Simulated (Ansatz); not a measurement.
# WS2 with two functionals, pressure 0.7 GPa

The parent structure is WS₂ in the 2H-MoS2 type structure (space group P6_3/mmc, No. 194; a = 3.154 Å, c = 12.137 Å; layered, stacked along the Cartesian z axis).

(Cell as relaxed with PBE-D3(BJ).)

Levels (all Ansatz, a first-principles code, PAW): PBE-D3(BJ) (420 eV, no spin-orbit coupling); PBEsol-D3(BJ) (420 eV, no spin-orbit coupling).

Each level relaxes its own structure.

| base | PBE-D3(BJ) | PBEsol-D3(BJ) |
|---|---|---|
| volume per atom | 17.43 Å³ | 16.49 Å³ |
| lattice parameter a | 3.154 Å | 3.115 Å |
| band gap | 0.88 eV | 0.65 eV |

Now apply this change: a hydrostatic pressure of 0.7 GPa.

```csv
quantity,PBE-D3(BJ),PBEsol-D3(BJ)
volume per atom,17.21 Å³,16.33 Å³
hole mass,"0.92 mₑ along c, 0.52 mₑ across (at Γ)","0.99 mₑ along c, 0.44 mₑ across (at Γ)"
c/a ratio,3.821,3.764
```

PBE-D3(BJ)'s volume per atom lies 0.88 Å³ above PBEsol-D3(BJ)'s (5.4 %); PBE-D3(BJ)'s c/a ratio lies 0.057 above PBEsol-D3(BJ)'s. Neither level is exact; PBEsol-D3(BJ) is the comparison here, not a measurement.

Spin-orbit coupling, missing from the scalar runs, can matter with W. Load acts through the strain it causes; cell and atoms are relaxed under it. Masses are band curvatures over ±0.01 Å⁻¹ around the edge. No phonon test of stability was made.
